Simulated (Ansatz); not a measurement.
A self-consistent single point of Sr₃Mg (I4/mmm, 4 atoms in the cell) with Ansatz (a quantum-chemistry and plane-wave program)

Computed with PBEsol, default PAW files made with PBE (plane waves; Ansatz).

The input file:

Ansatz 0.2 input:
```yaml
# Sr3Mg
crystal:
  lattice:
    - [-2.764780, 2.764780, 5.924350]
    - [2.764780, -2.764780, 5.924350]
    - [2.764780, 2.764780, -5.924350]
  atoms:
    - { symbol: Sr, position: [0.500000, 0.500000, 0.000000] }
    - { symbol: Sr, position: [0.250000, 0.750000, 0.500000] }
    - { symbol: Sr, position: [0.750000, 0.250000, 0.500000] }
    - { symbol: Mg, position: [0.000000, 0.000000, 0.000000] }
basis:
  ecutwfc: 420.0
kpoints:
  mp_grid:
    grid: [9, 9, 9]
    shift: [0.5, 0.5, 0.5]
hamiltonian:
  xc: pbesol
  pseudopotentials:
    kind: paw
scf:
  occupations:
    method: cold
    width: 0.136
output:
  forces: true
  eigenvalues: true
  stress: true
```

Output, abridged:

```
WARN ansatz: RAYON_NUM_THREADS=1 ignored (pool sized by the plan → 1); use --threads N
Pseudopotentials: kind: paw
Pseudopotential: Sr, paw, valence charge 10
Pseudopotential: Mg, paw, valence charge 10
Crystal: 4 atoms, lattice volume = 181.143 Å³
Basis set: ecut = 420 eV, 3523 PW (Γ), exchange–correlation on 96×96×96 points (8 copies of the dense FFT grid, shifted against one another)
Bands: 24, of which v1, the nominal top of the filled ones, is band 20 counted from 1 (19 counted from 0)
Symmetry: 16 space group operations
Space group: I4/mmm (ITA 139), of the structure as read, at distance tolerance 5.7e-5 Å
k-points: 75 of 729
PAW frozen core: Sr, regenerated for the run's functional, and the local potential with it
PAW frozen core: Mg, regenerated for the run's functional, and the local potential with it
Initial density: superposition of atomic densities (neutral atoms: chi_scale 0, normalization atom), corrected by the library's trained network
Initial wavefunctions: pseudopotential atomic-orbital guess
Eigensolver: davidson
Functional: x = pbesol(κ = 0.804, μ = 0.12345679012345678), c = pbesol(β = 0.046)
SCF iter   1: F=—  HF=-12388.473552 eV  |F-HF|=—  |Δ(HF+E_count)|=         —  Δρ=1.82e-3  dr2=7.80e-3  ethr=1.77e-3  ⟨swp⟩=8.7  Hψ=9603  notcnv=0
all-band conjugate gradients solve this SCF's bands
preconditioner: auto → Kerker (q_TF=auto, 2.121 Å⁻¹)
SCF iter   2: F=—  HF=-12388.473223 eV  |F-HF|=—  |Δ(HF+E_count)|=   3.29e-4  S|Δr|=    0.00e0  Δρ=1.03e-3  dr2=3.92e-3  ethr=1.95e-5  ⟨swp⟩=2.4  Hψ=3678  notcnv=0
SCF iter   3: F=—  HF=-12388.472750 eV  |F-HF|=—  |Δ(HF+E_count)|=   4.72e-4  S|Δr|=    0.00e0  Δρ=3.09e-4  dr2=2.60e-4  ethr=9.80e-6  ⟨swp⟩=2.0  Hψ=3129  notcnv=0
SCF iter   4: F=—  HF=-12388.472671 eV  |F-HF|=—  |Δ(HF+E_count)|=   7.93e-5  S|Δr|=    0.00e0  Δρ=9.96e-5  dr2=2.67e-5  ethr=6.51e-7  ⟨swp⟩=2.1  Hψ=3216  notcnv=0
SCF iter   5: F=—  HF=-12388.472643 eV  |F-HF|=—  |Δ(HF+E_count)|=   2.81e-5  S|Δr|=    0.00e0  Δρ=3.29e-5  dr2=3.63e-6  ethr=6.68e-8  ⟨swp⟩=2.0  Hψ=3331  notcnv=0
SCF iter   6: F=—  HF=-12388.472643 eV  |F-HF|=—  |Δ(HF+E_count)|=   1.19e-7  S|Δr|=    0.00e0  Δρ=5.65e-6  dr2=1.35e-7  ethr=9.08e-9  ⟨swp⟩=2.0  Hψ=2026  notcnv=0
SCF iter   7: F=-12388.472643 eV  HF=-12388.472643 eV  |F-HF|=3.12e-9  |Δ(HF+E_count)|=   1.48e-8  S|Δr|=    0.00e0  Δρ=1.59e-6  dr2=5.71e-9  ethr=2.50e-10  ⟨swp⟩=7.8  Hψ=9451  notcnv=0
SCF 1 converged in 7 iterations: F = -12388.472643 eV  dr2 = 5.71e-9
SCF converged after 7 iterations
Stability not checked (fill_not_monotonic)
Free energy (F): -12388.472643 eV
Harris-Foulkes:  -12388.472643 eV  (|F-HF|=3.12e-9)
Internal energy: -12388.466598 eV  (E = F + TS)
E sigma→0 (E₀):  -12388.470628 eV
Entropy (-TS):   -0.006044 eV (-1.511 meV/atom)
Fermi energy:    5.216684 eV
--- Per-component energies (eV) ---
  E_band       = -760.130486
  E_kinetic    = 799.852871
  E_local      = -4021.519644  (includes V_loc(G=0)·N_el)
  E_nonlocal   = 709.311295
  E_hartree    = 1208.824275
  E_xc         = -536.399171
  E_vxc        = -512.098043  (∫ρ·V_xc dr)
  E_paw        = -8215.605443  (= ΣΔE_a)
  E_vpaw       = -153.326069  (= ΣTr[D̂ρ^β])
  E_aug_tail   = -0.000007  (compensation charges beyond the density's cutoff)
  E_ewald      = -2333.392679
  E_core_change = 0.461905  (= ΣΔE_core)
  E_smearing   = -0.006044  (= −TS)
  E_closure    = -0.000000  (closes the sum)
  Σ components = -12388.472643   (vs F -12388.472643, Δ=0.00e0)
--- Forces (eV/Å), atoms counted from 1 ---
  atom   1  Sr    -0.00000000     0.00000000     0.00000000
   [... zero for the other atoms too ...]
  max |Σ_I F_I| component: 6.94e-18 eV/Å
--- Stress (GPa, compression-positive) ---
       -0.469661       0.000000       0.000000
        0.000000      -0.469661       0.000000
       -0.000000      -0.000000      -0.878276
  P = ⅓ Tr σ = -0.6059 GPa (-6.059 kbar)
  The stress holds the Pulay correction. Without it, at fixed plane waves, as pw.x and ABINIT print it: P = -0.6083 GPa
--- Band table (eV; the first three rows and the last of 75) ---
  k-point 0: bands = ["-70.7264", "-37.6711", "-37.6711", "-37.6606", "-31.1198", "-31.0926", "-31.0742", "-13.2654", "-13.2116", "-13.1936", "-13.1371", "-13.1246", "-13.0596", "-13.0242", "-13.0141", "-12.9870", "1.1865", "4.3346", "4.9688", [...]
  k-point 1: bands = ["-70.7264", "-37.6711", "-37.6711", "-37.6606", "-31.1166", "-31.0912", "-31.0787", "-13.2814", "-13.1890", "-13.1661", "-13.1360", "-13.1208", "-13.0840", "-13.0402", "-13.0285", "-12.9827", "1.6092", "4.2009", "4.9283", [...]
  k-point 2: bands = ["-70.7264", "-37.6711", "-37.6711", "-37.6606", "-31.1134", "-31.0893", "-31.0837", "-13.2986", "-13.1975", "-13.1886", "-13.1517", "-13.1118", "-13.0469", "-13.0407", "-13.0227", "-12.9794", "2.2304", "3.7693", "4.7732", [...]
  k-point 74: bands = ["-70.7264", "-37.6711", "-37.6711", "-37.6606", "-31.1115", "-31.1027", "-31.0725", "-13.2492", "-13.2492", "-13.1540", "-13.1285", "-13.0818", "-13.0818", "-13.0689", "-13.0006", "-13.0006", "2.0259", "2.5266", "4.4188", [...]
```

The run converged in 7 iterations.

The starting cell comes from a database of computed structures (which also holds hypothetical and non-ambient phases and stackings), without a prior relaxation at this level. Ansatz's pressure includes its estimate of the finite-basis (Pulay) stress.
